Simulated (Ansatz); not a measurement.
Consider PbS in the zinc blende structure (space group F-43m, No. 216; a = 6.543 Å; a hypothetical phase, not in the database extracts checked). Axes: x, y, z lie along the cube axes.

Now apply this change: biaxial strain −0.67 %, plane normal [001], relaxed out of plane (Cartesian); in-plane vectors clamped, the third vector and the atoms free.

Levels (all Ansatz, a first-principles code, PAW): PBEsol (420 eV, scalar-relativistic without spin-orbit coupling); HSE06 (420 eV, no SOC).

The geometry is relaxed with PBEsol.

PBEsol band gap: 0.60 eV

With HSE06 at the same geometry, the band gap increases by 0.58 eV, from 0.60 eV to 1.18 eV.

Single points use the geometry relaxed with PBEsol. HSE06 was sampled on its mesh, a few special points and the semilocal edge points, so its gap is an upper bound. Spin-orbit coupling, missing from the scalar runs, can matter with Pb. No phonon test of stability was made.
